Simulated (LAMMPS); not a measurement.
System: SiC (zinc blende), 1000 atoms, at 200 K and 0 GPa, heated as the crystal.

Model: classical MD, pair style tersoff, file SiC_1994.tersoff; code LAMMPS.

### Question
Give probability per degree against angle (°) as the simulation yields it.

### Answer
State found: crystal; no diffusion seen in 30 ps.
```csv
angle (°),"probability per degree, C-Si-C"
100.5,0.0000
103.5,0.0004
106.5,0.0516
109.5,0.2338
112.5,0.0473
115.5,0.0002
118.5,0.0000
```

Caution: nuclei are classical, which matters for such light atoms.
